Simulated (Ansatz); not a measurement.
Take Au in the fcc (Cu type) structure (space group Fm-3m, No. 225) as the base.

Space group Fm-3m (No. 225); a = 4.083 Å, b = 4.083 Å, c = 4.083 Å, α = 90.00°, β = 90.00°, γ = 90.00°

```json
[
 {"atom": "Au", "site": "4a", "symmetry": "m-3m", "x": "0.0000", "y": "0.0000", "z": "0.0000"}
]
```
(The calculation used a cell of 1 atom; values per cell refer to that cell.)

All numbers come from PBEsol (Ansatz, a quantum-chemistry and plane-wave program; PAW; 420 eV plane waves; without spin-orbit coupling).

For the base:

The lattice parameter a is 408.3 pm.

It is then changed as follows: cell and atoms relaxed at a pressure of 30 GPa.

### Question
Predict the new lattice parameter a.

### Answer
The lattice parameter a shrinks by 16.2 pm to 392.1 pm.

Load acts through the strain it causes; cell and atoms are relaxed under it. Stability against distortions was not tested. Competing high-pressure phases were not computed.
